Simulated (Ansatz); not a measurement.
Start from KTaO3 in the cubic perovskite structure (space group Pm-3m, No. 221; a = 4.024 Å).

Now apply this change: cell and atoms relaxed at a pressure of 45 GPa.

Levels (all Ansatz, a first-principles code, PAW): PBE (420 eV, no spin-orbit coupling); PBE+SOC (420 eV, noncollinear with spin-orbit coupling).

The geometry is relaxed with PBE.

| Quantity | Value |
|---|---|
| PBE band gap | 2.51 eV |
| PBE width of the top valence band | 1.19 eV |
| PBE gap character | indirect, R → Γ |

With PBE+SOC at the same geometry, the band gap falls by 0.13 eV to 2.38 eV; the width of the top valence band remains 1.19 eV; the electron mass (degenerate bands, along [100]) comes out as 0.24, 0.66 mₑ (at Γ); the gap character remains indirect, R → Γ.

Single points use the geometry relaxed with PBE. The spin-orbit shifts are approximate. Spin-orbit coupling, missing from the scalar runs, can matter with Ta. Load acts through the strain it causes; cell and atoms are relaxed under it. Masses are band curvatures over ±0.01 Å⁻¹ around the edge. No phonon test of stability was made. Competing high-pressure phases were not computed.
